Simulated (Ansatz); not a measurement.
Data:

```
CELL_PARAMETERS angstrom
      4.28691     0.00000     0.00000
      0.00000     4.28691     0.00000
      0.00000     0.00000     2.67452
ATOMIC_POSITIONS crystal
  Si 0.00000 0.00000 0.00000
  Si 0.50000 0.50000 0.50000
  O  0.30849 0.30849 0.00000
  O  0.80849 0.19151 0.50000
  O  0.19151 0.80849 0.50000
  O  0.69151 0.69151 0.00000
```

No spin polarisation.

Level of theory: Kohn–Sham DFT with the PBE functional, run in Ansatz (an electronic-structure program) with PAW and 420 eV plane waves, no SOC. Γ-centred 8×8×12 mesh, Fermi–Dirac width 0.05 eV.

Q: What mean in-plane stress (compression positive) does the calculation give?

A: -5.0 GPa.

Q: What is the computed space group?

A: P4_2/mnm (No. 136).

The cells carry an imposed strain or load. No phonon test of stability was made. The cell was made from SiO2 in the rutile structure (space group P4_2/mnm, No. 136) by this change: biaxial strain +1.20 %, plane normal [001], relaxed out of plane.
